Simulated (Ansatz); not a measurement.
Formation energy of the bound charge states of H_O in alpha quartz (start: the O site; 72-site cell, 2×2×2 Γ-centred sampling) against the Fermi level, O-rich (Δμ(O) = 0.00 eV, Δμ(H) = -1.25 eV, bounded by H2O molecule; only phases computed here count, gases as isolated molecules at 0 K). The numbers are results of PBE, PAW (plane waves to 420 eV; Ansatz, an electronic-structure program), not measurements.

Details: 72-site cell; 2×2×2 Γ-centred k-points; host gap 5.68 eV; charged states image-corrected; not converged in cell size; flagged in the runs: a host whose relaxation on this sampling wasn't shown to rest, a strain field that reaches the edge of the cell.

| E_F − E_VBM (eV) | q = +1 | q = 0 | q = −1 |
|---|---|---|---|
| 0.00 | 4.26 | 7.80 | 11.88 |
| 0.71 | 4.97 | 7.80 | 11.17 |
| 1.42 | 5.68 | 7.80 | 10.46 |
| 2.13 | 6.39 | 7.80 | 9.75 |
| 2.84 | 7.10 | 7.80 | 9.04 |
| 3.55 | 7.81 | 7.80 | 8.33 |
| 4.26 | 8.52 | 7.80 | 7.62 |
| 4.97 | 9.23 | 7.80 | 6.91 |
| 5.68 | 9.94 | 7.80 | 6.20 |

Crossings of the lowest lines: (+1/0) at 3.55 eV; (0/−1) at 4.08 eV.
